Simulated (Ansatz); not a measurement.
Given:

```xyz
1
Lattice="0.0000 1.9597 1.9597 1.9597 0.0000 1.9597 1.9597 1.9597 0.0000" Properties=species:S:1:pos:R:3 pbc="T T T"
Pt     0.0000     0.0000     0.0000
```

No spin polarisation.

The values are results of Ansatz (an electronic-structure program), r2SCAN, PAW, cutoff 500 eV, no spin-orbit coupling, not measurements. k-mesh 20×20×20 (Γ-centred); smearing 0.05 eV (Fermi–Dirac).

Task: Predict the band gap, pressure and space group.

Result: 
```json
{
 "band_gap": "zero",
 "pressure": "4.5 GPa",
 "space_group": "Fm-3m (No. 225)"
}
```

The cells carry an imposed strain or load. Whether these cells are dynamically stable was not tested. All final runs are without spin polarisation. The cell was made from Pt in the fcc (Cu type) structure (space group Fm-3m, No. 225) by this change: isotropic strain −0.53 %.
